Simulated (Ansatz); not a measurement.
Relaxation of the outer planes of the (322) surface of fcc Au in its 1x1 cell, outermost plane spacing 0.50 Å in the ideal cut.

Level of theory: PBE (plane waves to 420 eV, PAW; Ansatz, a quantum-chemistry and plane-wave program).

Set-up: 21 atoms, 10.1 Å thick at the start (thin: gaps and levels are the slab's own); mesh 13x3x1; 0.1 eV smearing; dipole correction on; all atoms relaxed; held to the start's symmetry, so lower structures may exist; no spin, no spin-orbit, no U.

| plane | atoms | bulk spacing to the next (Å) | relaxed spacing (Å) | change (%) | rumpling (Å) |
|---|---|---|---|---|---|
| 1 | Au | 0.504 | 0.275 | -45.5 | 0.00 |
| 2 | Au | 0.504 | 0.527 | 4.5 | 0.00 |
